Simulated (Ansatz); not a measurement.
The reference is Ag in the fcc (Cu type) structure (space group Fm-3m, No. 225; a = 4.0009 Å; relaxed with 0.1 eV smearing). Axes: x, y, z lie along the cube axes.

All numbers come from Ansatz (a program for electronic structure), LDA, PAW, cutoff 420 eV, no spin-orbit coupling.

Before the change:

| Property | Value |
|---|---|
| Pressure | 0.0 GPa |

The change: biaxial strain −2.00 %, plane normal [001], relaxed out of plane (Cartesian); in-plane vectors clamped, the third vector and the atoms free.

What happens to the pressure and out-of-plane strain?

The pressure (mean of the normal stresses, compression positive) goes from zero to 1.8 GPa; the out-of-plane strain amounts to +2.92 %.

No phonon test of stability was made.
